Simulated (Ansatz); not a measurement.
An Ansatz (a quantum-chemistry and plane-wave program) input (Ansatz, PBEsol, PAW, cutoff 420 eV, no SOC, earlier PAW set):

Ansatz 0.2 input:
```yaml
crystal:
  lattice:
    - [0, 1.6987997821, 1.6987997821]
    - [1.6987997821, 0, 1.6987997821]
    - [1.6987997821, 1.6987997821, 0]
  atoms:
    - { symbol: B, position: [0, 0, 0] }
    - { symbol: H, position: [0.5, 0.5, 0.5] }
basis: { ecutwfc: 420, ecutrho_ratio: 4, xc_grid: 2, fft_grid_basis: typed }
kpoints: { mp_grid: { grid: [23, 23, 23] } }
hamiltonian:
  xc: pbesol
  dispersion: none
  pseudopotentials: { azcp: { folder: ./paw }, kind: paw }
scf: { occupations: { method: fermi_dirac, width: 0.05 }, convergence: { dr2_threshold: 0.0000000002 } }
output: { forces: true, stress: true }
checkpoint: { write: state.ck, write_every: 1000 }
```

Problem. Which symmetry and how many k-points will the program report, and about how many plane waves at Γ?

Solution. Space group Fm-3m (ITA 225) with 48 operations, k-points 364 of 12167, and 181 plane waves at Γ.

Whether these cells are dynamically stable was not tested. All final runs are without spin polarisation. The cell was made from LiH by this change: Li → B; the result is a hypothetical phase, not in the database extracts checked.
